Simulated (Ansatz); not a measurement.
We consider TaRu (P4/mmm, No. 123, 2 atoms in the cell; start mp-1601), described by r²SCAN in Ansatz (plane waves, PAW).

Input file:

Ansatz 0.2 input:
```yaml
crystal:
  lattice:
    - [3.0264998694, 0.0, 0.0]
    - [0.0, 3.0264998694, 0.0]
    - [0.0, 0.0, 3.3648172145]
  atoms:
    - { symbol: Ta, position: [0.5, 0.5, 0.5] }
    - { symbol: Ru, position: [0.0, 0.0, 0.0] }
basis:
  ecutwfc: 560
  ecutrho_ratio: 4
  xc_grid: 3
kpoints:
  mp_grid: { grid: [18, 18, 16] }
hamiltonian:
  xc: r2scan
  dispersion: none
  pseudopotentials: { azcp: { folder: ./paw }, kind: paw }
scf:
  occupations: { method: fermi_dirac, width: 0.05 }
output:
  forces: true
  stress: true
  eigenvalues: true
relax:
  f_tol: 0.004
  escape_saddle: false
  max_steps: 80
  cell: { stress_tol: 0.02, fix: [volume] }
```

From the output:

```
Relaxation: its limit of steps is 80 (relax.max_steps)
Crystal: 2 atoms, lattice volume = 30.821 Å³
Basis set: ecut = 560 eV, 937 PW (Γ), exchange–correlation on 72×72×81 points (27 copies of the dense FFT grid, shifted against one another)
Bands: 19, of which v1, the nominal top of the filled ones, is band 15 counted from 1 (14 counted from 0)
Symmetry: 16 space group operations
Space group: P4/mmm (ITA 123), of the structure as read, at distance tolerance 3.1e-5 Å
k-points: 495 of 5184
Initial density: superposition of atomic densities (chi_scale 0.1, normalization cell, long waves kept (reshape's long-wave potential 0.00 eV rms))
Functional: x = r2scan, c = r2scan; τ floored in thin density (d = 2e-4 eV/Å³)
SCF iter   1: F=—  HF=-15839.873069 eV  |F-HF|=—  |Δ(HF+E_count)|=         —  Δρ=2.29e-1  dr2=2.63e1  dr2_τ=1.18e0
SCF iter   2: F=—  HF=-15836.850318 eV  |F-HF|=—  |Δ(HF+E_count)|=    3.02e0  Δρ=8.74e-2  dr2=3.99e0  dr2_τ=2.12e0
  ...
SCF 1 converged in 10 iterations: F = -15836.627073 eV  dr2 = 6.68e-10
Crystal: 2 atoms, lattice volume = 30.821 Å³
Initial density: handed on by an earlier stage of this run
SCF 2 converged in 5 iterations: F = -15836.627065 eV  dr2 = 2.20e-8
Crystal: 2 atoms, lattice volume = 30.821 Å³
SCF 3 converged in 9 iterations: F = -15836.627088 eV  dr2 = 5.14e-13
Crystal: 2 atoms, lattice volume = 30.821 Å³
SCF iter   5: F=—  HF=-15836.627088 eV  |F-HF|=—  |Δ(HF+E_count)|=  3.64e-12  Δρ=1.22e-7  dr2=9.01e-12  dr2_τ=4.08e-13
SCF iter   6: F=-15836.627088 eV  HF=-15836.627088 eV  |F-HF|=5.46e-12  |Δ(HF+E_count)|=  9.09e-12  Δρ=4.99e-8  dr2=1.57e-12  dr2_τ=8.77e-14
SCF 4 converged in 6 iterations: F = -15836.627088 eV  dr2 = 1.57e-12
SCF converged after 6 iterations
Free energy (F): -15836.627088 eV
Internal energy: -15836.612982 eV  (E = F + TS)
E sigma→0 (E₀):  -15836.620035 eV
Fermi energy:    21.862378 eV
--- Forces (eV/Å), atoms counted from 1 ---
  atom   1  Ta     0.00000000     0.00000000     0.00000000
  atom   2  Ru    -0.00000000    -0.00000000     0.00000000
--- Stress (GPa, compression-positive) ---
        5.691725       0.000000       0.000000
        0.000000       5.691725       0.000000
        0.000000       0.000000       5.688774
  P = ⅓ Tr σ = 5.6907 GPa (56.907 kbar)
```

The cell is one volume of an energy–volume scan, off the minimum.

The PAW data were made under PBE.

Note: the run has no spin polarisation, so it can have missed a magnetic state. Note: the relaxation could not lower the start's symmetry, so the cell can be a saddle point above a distorted one.

Cost on a shared machine: very roughly 90 core-seconds.

A start named mp-… is a Materials Project structure, which need not be a measured phase.

Ansatz is a quantum-chemistry and plane-wave program.
